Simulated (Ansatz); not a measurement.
# A computed series for SiO2: response to strain

Start from SiO$_{2}$ in the rutile structure (space group P4_2/mnm, No. 136).

```xyz
6
Lattice="4.1852 0.0000 0.0000 0.0000 4.1852 0.0000 0.0000 0.0000 2.6688" Properties=species:S:1:pos:R:3 pbc="T T T"
Si     0.0000     0.0000     0.0000
Si     2.0926     2.0926     1.3344
O      1.2811     1.2811     0.0000
O      3.3737     0.8115     1.3344
O      0.8115     3.3737     1.3344
O      2.9041     2.9041     0.0000
```

Strains are applied to the cell and any free atomic positions relax.

All numbers come from Kohn–Sham DFT with the r2SCAN functional, run in Ansatz (a quantum-chemistry and plane-wave program) with PAW and 500 eV plane waves, no spin-orbit coupling.

Notes on the quantities. energy relative to the base: free energy F.

| isotropic strain (%) | energy relative to the base (meV/atom) |
|---|---|
| -0.91 | 5.9 |
| -0.62 | ? |
| 0 | 0.0 |
| 0.92 | 5.7 |
| 1.9 | 23.5 |

### Question
Fit ΔE = Aε² + Bε³ (ε in %) to the rows shown and predict the withheld row.

### Answer
Least squares on the printed values gives A = 6.93 and B = -0.22 meV/atom (largest residual 0.0 meV/atom); this predicts 2.7 meV/atom, and the run gives 2.7 meV/atom, in agreement.

Whether these cells are dynamically stable was not tested.
